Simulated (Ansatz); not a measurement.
Reference: CsCaH₃ (Pm-3m), PBEsol, rigid bands (plane waves, PAW, scalar-relativistic; Ansatz, a first-principles code); geometry: cell and atoms relaxed with PBEsol.

Space group Pm-3m (No. 221); a = b = c = 4.541 Å, α = β = γ = 90.00°

```csv
atom,site,symmetry,x,y,z
Cs,1a,m-3m,0.0000,0.0000,0.0000
Ca,1b,m-3m,0.5000,0.5000,0.5000
H,3c,4/mm.m,0.0000,0.5000,0.5000
```

band gap: 2.88 eV
electron conductivity mass: 0.46 mₑ
Seebeck coefficient, n-type 1e19 cm⁻³: -288 μV/K

Replace H by Br on the same sites and relax. What happens?

CsCaBr3 (Pm-3m): volume per atom 18.7 to 35.9 Å³; band gap rises (2.88 eV to 4.40 eV); electron conductivity mass falls (0.46 mₑ to 0.34 mₑ); Seebeck coefficient, n-type 1e19 cm⁻³ falls in size (-288 μV/K to -168 μV/K).

Replace H by F on the same sites and relax. What happens?

CsCaF3 (Pm-3m): volume per atom 18.7 to 18.1 Å³; band gap rises (2.88 eV to 7.10 eV); electron conductivity mass stays about the same (0.46 mₑ to 0.45 mₑ); Seebeck coefficient, n-type 1e19 cm⁻³ falls in size (-288 μV/K to -200 μV/K).

Moves up to 5 % count as about the same. Masses are for dilute carriers at 300 K, harmonic means over directions unless an axis is named. Seebeck coefficients are for the stated density at 300 K, with one relaxation time for all states and whether or not that doping can be reached. Spin-orbit coupling is left out.

Computed structure with no diffraction record at hand here (it may be known, metastable or hypothetical): CsCaBr3 (Pm-3m), CsCaF3 (Pm-3m), CsCaH3 (Pm-3m).
